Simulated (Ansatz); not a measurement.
Abridged Ansatz (a program for electronic structure) output:

```
Pseudopotential: Re, paw, valence charge 15
Pseudopotential: Ta, paw, valence charge 13
Crystal: 8 atoms, lattice volume = 130.580 Å³
Basis set: ecut = 420 eV, 2559 PW (Γ), exchange–correlation on 80×80×72 points (8 copies of the dense FFT grid, shifted against one another)
Bands: 68, of which v1, the nominal top of the filled ones, is band 56 counted from 1 (55 counted from 0)
Symmetry: 4 space group operations
k-points: 251 of 900
Functional: x = pbesol(κ = 0.804, μ = 0.12345679012345678), c = pbesol(β = 0.046)
SCF iter   1: F=—  HF=-82185.941055 eV  |F-HF|=—  |Δ(HF+E_count)|=         —  Δρ=8.52e-2  dr2=1.76e1  ethr=3.10e-3  ⟨swp⟩=4.4  Hψ=51019  notcnv=0  defer=46
SCF iter   2: F=—  HF=-82183.604140 eV  |F-HF|=—  |Δ(HF+E_count)|=    2.34e0  Δρ=4.40e-2  dr2=4.32e0  ethr=3.10e-3  ⟨swp⟩=2.1  Hψ=26894  notcnv=0  defer=520
SCF 1 converged in 9 iterations: F = -82182.839963 eV  dr2 = 1.74e-11
SCF converged after 9 iterations
Free energy (F): -82182.839963 eV
Internal energy: -82182.787498 eV  (E = F + TS)
E sigma→0 (E₀):  -82182.813731 eV
Entropy (-TS):   -0.052465 eV (-6.558 meV/atom)
Fermi energy:    21.218466 eV
--- Forces (eV/Å), atoms counted from 1 ---
  atom   1  Re     0.00059553     0.00012073    -0.00020118
  atom   2  Ta     0.00135548     0.00210199     0.00216783
  atom   3  Re     0.00059553    -0.00012073    -0.00020118
  atom   4  Ta     0.00135548    -0.00210199     0.00216783
  atom   5  Re    -0.00059553    -0.00012073     0.00020118
  atom   6  Ta    -0.00135548    -0.00210199    -0.00216783
  atom   7  Ta    -0.00135548     0.00210199    -0.00216783
  atom   8  Re    -0.00059553     0.00012073     0.00020118
--- Stress (GPa, compression-positive) ---
       -0.000183       0.000000      -0.000693
        0.000000      -0.011515       0.000000
       -0.000693       0.000000      -0.008031
  P = ⅓ Tr σ = -0.0066 GPa (-0.066 kbar)
```

What was computed, and what are the main results?

TaRe, 8 atoms in the cell, with PBEsol in Ansatz (plane waves to 420 eV, PAW, without spin-orbit coupling), earlier PAW set. The last SCF converged to F = -82182.839963 eV, or -10272.8550 eV per atom, at a pressure of -0.01 GPa. The total energy compares only with runs of the same code, potentials and settings.

These are small ordered cells, not random alloys; other orderings at the same x differ. Stability against distortions was not tested. All final runs are without spin polarisation. The cell was made from Re by this change: x(Ta) = 0.5, 8 atoms, C2/c.
